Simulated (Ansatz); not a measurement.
W on the 1x1 (110) surface of bcc Ta, one in a 2x2 cell, started at the site 'bridge Ta-Ta (span 3.3 Å)'

Computed with PBE (plane waves to 420 eV, PAW; Ansatz, a program for electronic structure).

Slab: 17 atoms, 6.8 Å thick at the start under the adsorbate (thin: gaps and levels are the slab's own); k 5x5x1, smearing 0.1 eV, dipole-corrected; 8 atoms held, the rest relaxed; held to the start's symmetry, so lower structures may exist; spin-polarised, no spin-orbit, no U, no dispersion correction. The starting moment vanished. At the end it is bonded to 4 Ta. In PBE it is, or lies within 0.03 eV of, the lowest of the starts that converged.

```
Property                                                                                                                  Result
--------------------------------------------------------------------------------------  ----------------------------------------
adsorption energy against an atom of bcc W                                                                               1.83 eV
work function of the top face                                                                                            3.89 eV
change of the work function                                                                                             -0.88 eV
change of the step from the bottom to the top vacuum level, against the clean slab                                      -0.82 eV
energy released by relaxation                                                                                            4.04 eV
height of the binding atom over the mean of the host atoms within 0.3 Å of the top one                                   1.663 Å
magnetic moment of the cell                                                                                              0.00 μB
nearest host atoms of the binding atom                                                  Ta at 2.51 Å, Ta at 2.51 Å, Ta at 2.72 Å
largest move of a host atom                                                                                               0.26 Å
cost                                                                                                     roughly 23 core-minutes
```

A negative adsorption energy means that the adsorbate is more stable on the surface than in its reference.
